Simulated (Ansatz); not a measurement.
Start from GaN in the zinc blende structure (space group F-43m, No. 216; a = 4.4554 Å). Axes: x, y, z lie along the cube axes.

Method: DFT with LDA, PAW potentials and a 420 eV plane-wave cutoff in Ansatz (a quantum-chemistry and plane-wave program), spin-orbit coupling left out.

Before the change:

```
Property    Result
--------  --------
Pressure  0.0 kbar
Band gap   1.96 eV
```

Now apply this change: the cell is compressed by 2.00 % along z with no lateral relaxation, atoms relaxed at fixed cell.

Task: What does the calculation give for the pressure after the change?

Result: The pressure (mean of the normal stresses, compression positive) goes from zero to 42.4 kbar.

Task: How does this affect the band gap?

Result: The band gap goes up by 0.069 eV to 2.02 eV.

The cells carry an imposed strain or load. Whether these cells are dynamically stable was not tested. This is not the structure that GaN has at room temperature and ambient pressure.
